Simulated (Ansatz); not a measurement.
## How the lattice parameter a of Al (model structure, Pm-3n, No. 223, 8 atoms in the cell) moves with the method

No measured value is used here.

```json
[
 {"level (code)": "LDA (Ansatz)", "value (Å)": "(withheld)"},
 {"level (code)": "PBE (Ansatz)", "value (Å)": "5.136"},
 {"level (code)": "PBEsol (Ansatz)", "value (Å)": "5.102"},
 {"level (code)": "r²SCAN (Ansatz)", "value (Å)": "5.073"}
]
```

Q: Fill in the missing entries.

A: 
- LDA (Ansatz, a program for electronic structure), value (Å): 5.063

Cutoffs differ between the levels. Ansatz's density-functional and Hartree–Fock values are scalar-relativistic unless marked +SOC, with PAW data made under PBE.

A model structure was made by putting elements into a prototype or built by hand; it is no filed structure, need not be a known phase, and can be a saddle point held by its symmetry.
